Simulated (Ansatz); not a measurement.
Levels about the gap of amorphous germanium selenide (Ge₂₄Se₃₆) (60 atoms in a cell of 1762 Å³, 4.32 g/cm³; zone centre alone, so wide bands show as single levels with stretches between that a denser mesh fills), at the geometry that PBE relaxed, where it gives 0.9 GPa on a denser mesh. The participation number counts the atoms over which a state spreads; weights are charges in smoothed Voronoi cells. The levels come from a single point, so bond lengths are those of that geometry. Method of the levels: PBE, scalar-relativistic without spin-orbit coupling, PAW (Ansatz default set, large-core Se) (Ansatz, a first-principles code). Sampling: the zone centre alone; Fermi-Dirac width 0.05 eV; no spin polarisation.

Preparation: random packing, a CHGNet melt and quench, and a DFT relaxation. The hot cell started wider than the set density and was brought back towards it in steps. It is the lowest in DFT energy of 4 quenches. It is a model cell: composition and starting density were chosen by hand, and all elements were melted together. No dispersion term was used. Its density started from a set value of 4.32 and ended at 4.32 g/cm³. Cooling (nominally 120 K/ps over its main leg) ran many orders faster than in experiment, which tends to leave more defects and strain. A cell of this size samples the disorder only roughly. The volume was held where the preparation left it and the shape relaxed, at a PBE pressure of 0.9 GPa. Stress components on the final sampling reach 0.9 GPa.

| E - E(highest filled), eV | filling | participation number | largest on | weight Se | weight Ge |
|---|---|---|---|---|---|
| -0.51 | filled | 29.6 | Se, 2 neighbours | 0.78 | 0.22 |
| -0.46 | filled | 34.1 | Se, 2 neighbours | 0.78 | 0.22 |
| -0.36 | filled | 23.1 | Se, 2 neighbours | 0.71 | 0.29 |
| -0.32 | filled | 14.8 | Se, 2 neighbours | 0.83 | 0.17 |
| -0.23 | filled | 18.8 | Se, 2 neighbours | 0.74 | 0.26 |
| -0.17 | filled | 26.7 | Ge, 3 neighbours | 0.69 | 0.31 |
| 0.00 | filled | 16.8 | Se, 2 neighbours | 0.76 | 0.24 |
| 0.84 | empty | 28.9 | Ge, 2 neighbours | 0.59 | 0.41 |
| 0.96 | empty | 32.3 | Se, 3 neighbours | 0.64 | 0.36 |
| 1.01 | empty | 29.4 | Se, 2 neighbours | 0.67 | 0.33 |
| 1.09 | empty | 31.3 | Se, 3 neighbours | 0.66 | 0.34 |
| 1.16 | empty | 23.1 | Ge, 4 neighbours | 0.66 | 0.34 |
| 1.19 | empty | 30.8 | Se, 2 neighbours | 0.67 | 0.33 |
| 1.28 | empty | 35.6 | Se, 2 neighbours | 0.67 | 0.33 |

Most localised among these is the filled level at -0.32 eV, on a Se atom, which has 2 neighbours (Ge 2.34 Å, Ge 2.57 Å).
